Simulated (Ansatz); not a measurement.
Response to strain in Mo

Consider Mo in the bcc (W type) structure (space group Im-3m, No. 229; a = 3.1115 Å; relaxed with 0.1 eV smearing). Axes: x, y, z lie along the cube axes.

Strains are applied to the cell and any free atomic positions relax; under biaxial strain the out-of-plane vector relaxes too.

All numbers come from Ansatz (a quantum-chemistry and plane-wave program), LDA, PAW, cutoff 420 eV, spin-orbit coupling left out.

Notes on the quantities. energy relative to the base: free energy F.

| biaxial strain, plane normal [111], relaxed out of plane (%) | energy relative to the base (meV/atom) |
|---|---|
| -1.67 | 11.7 |
| -1.25 | ? |
| -0.83 | 2.8 |
| -0.42 | 0.7 |
| 0 | 0.0 |

Task: Fit ΔE = Aε² + Bε³ (ε in %) to the rows shown and predict the withheld row.

Result: Least squares on the printed values gives A = 3.93 and B = -0.16 meV/atom (largest residual 0.0 meV/atom); this predicts 6.5 meV/atom, and the run gives 6.5 meV/atom, in agreement.

No phonon test of stability was made. All final runs are without spin polarisation.
